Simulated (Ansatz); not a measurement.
Levels about the gap of amorphous In9Ga9Zn9O39Lu2 (68 atoms in a cell of 865 Å³, 6.19 g/cm³; zone centre alone, so wide bands show as single levels with stretches between that a denser mesh fills), at the geometry that PBE relaxed, where it gives -0.2 GPa on a denser mesh. The participation number counts the atoms over which a state spreads; weights are charges in smoothed Voronoi cells. The levels come from a single point, so bond lengths are those of that geometry. Method of the levels: r2SCAN, scalar-relativistic without spin-orbit coupling (Ansatz, a quantum-chemistry and plane-wave program). Sampling: the zone centre alone; Fermi-Dirac width 0.02 eV; no spin polarisation.

A CHGNet melt-quench gave the starting glass, which DFT then relaxed. O atoms were pushed apart under 1.9 Å during the dynamics, to hinder bonds among them. The hot cell started wider than the set density and was brought back towards it in steps. It is the lowest in DFT energy of 2 quenches. It is a model cell: composition and starting density were chosen by hand, and all elements were melted together. No dispersion term was used. Its density started from a set value of 6.19 and ended at 6.19 g/cm³. The simulated quench (nominally 260 K/ps over its main leg) is rapid and tends to freeze in more defects than a deposited or slowly cooled glass has. One small periodic cell is one sample of the glass; other quenches scatter about these values. The volume was held where the preparation left it and the shape relaxed, at a PBE pressure of -0.2 GPa (tension).

```tsv
E - E(highest filled), eV	filling	participation number	largest on	weight O	weight In	weight Zn	weight Ga
-0.42	filled	21.4	O, 3 neighbours	0.87	0.01	0.09	0.02
-0.42	filled	17.8	O, 3 neighbours	0.89	0.02	0.06	0.01
-0.38	filled	11.0	O, 4 neighbours	0.90	0.03	0.04	0.01
-0.34	filled	9.7	O, 3 neighbours	0.92	0.01	0.05	0.02
-0.23	filled	18.0	O, 4 neighbours	0.83	0.01	0.12	0.01
-0.21	filled	10.8	O, 5 neighbours	0.80	0.02	0.16	0.01
0.00	filled	13.0	O, 5 neighbours	0.78	0.01	0.19	0.01
1.23	empty	57.0	In, 6 neighbours	0.51	0.24	0.13	0.11
3.49	empty	16.6	In, 6 neighbours	0.56	0.34	0.05	0.05
3.91	empty	33.7	In, 6 neighbours	0.56	0.27	0.10	0.06
4.07	empty	27.2	In, 5 neighbours	0.56	0.33	0.04	0.06
4.31	empty	34.3	In, 6 neighbours	0.56	0.25	0.12	0.06
4.61	empty	38.8	In, 6 neighbours	0.55	0.29	0.08	0.07
4.68	empty	35.7	In, 6 neighbours	0.54	0.15	0.22	0.07
```

Most localised among these is the filled level at -0.34 eV, on a O atom, which has 3 neighbours (Ga 1.86 Å, In 2.12 Å, In 2.22 Å).
